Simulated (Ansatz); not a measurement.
The starting structures come from a database of crystals and need not be the phases stable at ambient conditions.

Inside the gap of an insulator the Bloch states are evanescent, with a wavenumber k + iκ along the transport direction.

```
LaAsO3
1.0
    4.43440     0.00000     0.00000
    0.00000     5.32325     0.00000
    1.66669     0.00000     5.99496
La As O
2 2 6
Direct
  0.66322   0.25000   0.70267
  0.33678   0.75000   0.29733
  0.92201   0.25000   0.14538
  0.07799   0.75000   0.85462
  0.32908   0.25000   0.11960
  0.67092   0.75000   0.88040
  0.80727   0.49727   0.34188
  0.19273   0.50273   0.65812
  0.19273   0.99727   0.65812
  0.80727   0.00273   0.34188
```

Space group of this cell: P2_1/m. The cell is taken as given; by PBEsol its mean pressure is -1.9 GPa.

Transport runs along the normal of the first two printed cell vectors.

The gap is the functional's own. No spin-orbit coupling. Mid-gap values are interpolated on the energy grid.

Problem. Predict the band gap and the smallest decay constant κ at mid-gap from PBEsol in Ansatz (a quantum-chemistry and plane-wave program).

Solution. Gap 2.71 eV on a 8×6×6 mesh; κ = 0.401 1/Å, at (0.500, 0.000) of the in-plane reciprocal vectors. At the zone centre, at the nearest computed energy, the slowest state has κ = 0.42 1/Å.
